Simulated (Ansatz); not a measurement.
# Bi under a change: isotropic strain +5.10 %

The reference is Bi (space group R-3m, No. 166; a = 4.520 Å, c = 12.048 Å (hexagonal axes); layered; relaxed with 0.1 eV smearing).

One thing is altered: an isotropic linear strain of +5.10 %; the atoms relax in the strained cell.

Calculations: r2SCAN+rVV10, PAW, 500 eV (Ansatz, a quantum-chemistry and plane-wave program; spin-orbit coupling left out), earlier PAW set. Γ-centred 16×16×16 mesh, Fermi–Dirac width 0.1 eV.

The shortest interatomic distance increases by 0.072 Å to 3.141 Å and the energy increases by 80 meV/atom. The pressure (mean of the normal stresses, compression positive) goes from zero to -3.9 GPa and the band gap stays zero. The largest internal atomic displacement comes out as 0.083 Å.

Final structure:

```yaml
crystal:
  lattice:
    - [2.37540, 1.37144, 4.22093]
    - [-2.37540, 1.37144, 4.22093]
    - [0.00000, -2.74288, 4.22093]
  atoms:
    - { symbol: Bi, position: [0.22708, 0.22708, 0.22708] }
    - { symbol: Bi, position: [0.77292, 0.77292, 0.77292] }
```

With Bi present, leaving out spin-orbit coupling can change the band edges. Stability against distortions was not tested.
